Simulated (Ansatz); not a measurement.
Take AlAs in the zinc blende structure (space group F-43m, No. 216; a = 5.674 Å) as the base.

All numbers come from Kohn–Sham DFT with the PBEsol functional, run in Ansatz (a first-principles code) with PAW and 420 eV plane waves, spin-orbit coupling left out, earlier PAW set.

For the base:

| Item | Value |
|---|---|
| Electron mass | 0.86 mₑ along k, 0.23 mₑ across (at X) |
| Valley order | X along ⟨100⟩ 1.34 eV; Γ 1.91 eV; L along ⟨111⟩ 2.06 eV |
| Hole mass | 0.11, 0.48, 0.48 mₑ (at Γ) |

The change: the cell is scaled by 1.0140 in all directions; the atoms relax in the strained cell.

Q: How does this affect the electron mass?

A: The electron mass becomes 0.87 mₑ along k, 0.24 mₑ across (at X) (base: 0.86 mₑ along k, 0.23 mₑ across (at X)).

Q: What does the calculation give for the valley order after the change?

A: The valley order (the lowest conduction-band minima on the path, energy above the VBM, named in the base's zone) changes from X along ⟨100⟩ 1.34 eV; Γ 1.91 eV; L along ⟨111⟩ 2.06 eV to X along ⟨100⟩ 1.41 eV; Γ 1.59 eV; L along ⟨111⟩ 1.90 eV.

Q: What happens to the mean gap deformation potential ΔEg/Δln V?

A: The mean gap deformation potential ΔEg/Δln V comes out as +1.6 eV.

Q: How does this affect the hole mass?

A: The hole mass (degenerate bands, along [100]) becomes 0.098, 0.49, 0.49 mₑ (at Γ) (base: 0.11, 0.48, 0.48 mₑ (at Γ)).

Masses are band curvatures over ±0.01 Å⁻¹ around the edge. Along k means along the line from Γ to the band edge. Whether these cells are dynamically stable was not tested.
